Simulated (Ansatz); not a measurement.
A relaxation of cell and atoms of LuCd (Pm-3m, 2 atoms in the cell) with Ansatz (a quantum-chemistry and plane-wave program).

Method: PBEsol, default PAW files made with PBE (plane waves; Ansatz).

The change in words: atoms on their sites; basis.ecutwfc: 420 eV → 840 eV; relax: default → cell and atoms. Reference geometry:
```yaml
crystal:
  lattice:
    - [3.62278, 0.00000, 0.00000]
    - [0.00000, 3.62278, 0.00000]
    - [0.00000, 0.00000, 3.62278]
  atoms:
    - { symbol: Lu, position: [0.50000, 0.50000, 0.51380] }
    - { symbol: Cd, position: [0.00000, 0.00000, 0.00000] }
```

Reference input (self-consistent single point, DFT, PBEsol, plane waves, default PAW files made with PBE): basis.ecutwfc = 420 eV; kpoints.mp_grid.grid = 9 9 9; hamiltonian.xc = pbesol; hamiltonian.pseudopotentials = {kind: paw} (the program's default PAW files); scf.occupations.method = fermi_dirac; scf.occupations.width = 0.1 eV. This run's input differs from it in these lines:

Ansatz 0.2 input:
```diff
@@ -6,6 +6,6 @@
   atoms:
-    - { symbol: Lu, position: [0.500000, 0.500000, 0.513802] }
+    - { symbol: Lu, position: [0.500000, 0.500000, 0.500000] }
     - { symbol: Cd, position: [0.000000, 0.000000, 0.000000] }
 basis:
-  ecutwfc: 420.0
+  ecutwfc: 840.0
 kpoints:
@@ -17,2 +17,4 @@
   occupations: { method: fermi_dirac, width: 0.1 }
+relax:
+  cell: {}
 output:
```

Output (repeated stretches shortened):

```
   [... SCF lines of the steps left out ...]
relax step   1: F+E_penalty+E_count = -22796.17937812 eV  Δ(F+E_penalty+E_count) = +0.000e0 eV  max|allowed force component| = 1.157e-28 eV/Å  Δτ_max = 0.0000 Å  P = -0.862 GPa  Ω = 47.547 Å³  (7 SCF iters, dr2 threshold 1.00e-7 eV, accepted)
relax step   2: F+E_penalty+E_count = -22796.18053512 eV  Δ(F+E_penalty+E_count) = -1.157e-3 eV  max|allowed force component| = 4.076e-30 eV/Å  Δτ_max = 0.0000 Å  P = +0.485 GPa  Ω = 46.627 Å³  energy of the carried Pulay correction = +6.579e-6 eV  [...]
relax step   3: F+E_penalty+E_count = -22796.18101436 eV  Δ(F+E_penalty+E_count) = -4.792e-4 eV  max|allowed force component| = 2.906e-29 eV/Å  Δτ_max = 0.0000 Å  P = -0.010 GPa  Ω = 46.954 Å³  energy of the carried Pulay correction = +4.225e-6 eV  [...]
relax step   4: F+E_penalty+E_count = -22796.18101055 eV  Δ(F+E_penalty+E_count) = +3.803e-6 eV  max|allowed force component| = 1.420e-29 eV/Å  Δτ_max = 0.0000 Å  P = -0.010 GPa  Ω = 46.954 Å³  stress off target by 1.04e-2 GPa  SCF on the basis [...]
basis re-selected at this cell: Δ(F+E_penalty+E_count) = +3.803e-6 eV, ΔP = -0.000 GPa vs the last step
the relaxation is at rest under the 48 symmetry operations that the run kept from its start: a minimum is not shown …
Free energy (F): -22796.181011 eV
Internal energy: -22796.131356 eV  (E = F + TS)
E sigma→0 (E₀):  -22796.156183 eV
Entropy (-TS):   -0.049655 eV (-24.827 meV/atom)
Fermi energy:    15.337374 eV
--- Forces (eV/Å), atoms counted from 1 ---
  atom   1  Lu     0.00000000    -0.00000000     0.00000000
   [... lines left out ...]
  cell:  # Å, volume = 46.9543 Å³
   [... lines left out ...]
    - [3.6076559499459226, -5.617295671129438e-34, -9.629649721936178e-35]
    - [-5.617295671129438e-34, 3.6076559499459226, -1.364200377274292e-34]
    - [2.5679065925163148e-34, -1.364200377274292e-34, 3.6076559499459226]
  atoms:
    - { symbol: Lu, position: [0.49999999999999994, 0.49999999999999994, 0.49999999999999994] }
    - { symbol: Cd, position: [7.088211396773743e-35, -1.1075330307422456e-36, -8.860264246002433e-36] }
```

The run converged. 

Summary of the result:
Free energy E − TS (on the zero of these files): -22796.1810 eV
Fermi level (on the code's own zero): 15.34 eV
Pressure: -0.01 GPa
Final cell: a = b = c = 3.608 Å, α = β = γ = 90.00°
Final volume per atom: 23.48 Å³
Relaxation steps: 4

The starting cell comes from a database of computed structures (which also holds hypothetical and non-ambient phases and stackings), without a prior relaxation at this level. Its lattice was rescaled by up to half a per cent. The relaxation keeps the symmetry of its start, so its end need not be a minimum. Ansatz's pressure includes its estimate of the finite-basis (Pulay) stress.

Cost on one core of a shared machine: roughly 30 s.
